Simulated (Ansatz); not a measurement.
BaTiO3: isotropic strain +4.28 %

Start from BaTiO₃ in the cubic perovskite structure (space group Pm-3m, No. 221; a = 3.970 Å).

Perturbation: every lattice vector is stretched by 4.28 %; the atoms relax in the strained cell.

The values are results of Ansatz (a quantum-chemistry and plane-wave program) PBEsol, spin-orbit coupling left out, earlier PAW set, not measurements. Γ-centred 8×8×8 mesh, Fermi–Dirac width 0.05 eV.

```csv
quantity,base,changed,shift
volume per atom,12.52 Å³,14.19 Å³,+1.677 Å³
space group,Pm-3m (No. 221),Pm-3m (No. 221),–
shortest interatomic distance,1.985 Å,2.070 Å,+0.085 Å
energy relative to the base (free energy F),0 meV/atom,+100 meV/atom,+100 meV/atom
pressure,0.0 kbar,-170.5 kbar,-170.44 kbar
band gap,1.82 eV,1.56 eV,-0.26 eV
gap character,"indirect, R → Γ","indirect, R → Γ",–
smallest direct gap,1.89 eV,1.75 eV,-0.14 eV
width of the top valence band,0.98 eV,0.89 eV,-0.083 eV
```

Final structure:

```xyz
5
Lattice="4.1401 0.0000 0.0000 0.0000 4.1401 0.0000 0.0000 0.0000 4.1401" Properties=species:S:1:pos:R:3 pbc="T T T"
Ba     0.0000     0.0000     0.0000
Ti     2.0701     2.0701     2.0701
O      0.0000     2.0701     2.0701
O      2.0701     2.0701     0.0000
O      2.0701     0.0000     2.0701
```

No phonon test of stability was made. The final runs are not spin-polarised. Many cubic perovskites are stable only at high temperature; tilts and polar distortions were not tested. This is not the structure that BaTiO3 has at room temperature and ambient pressure.
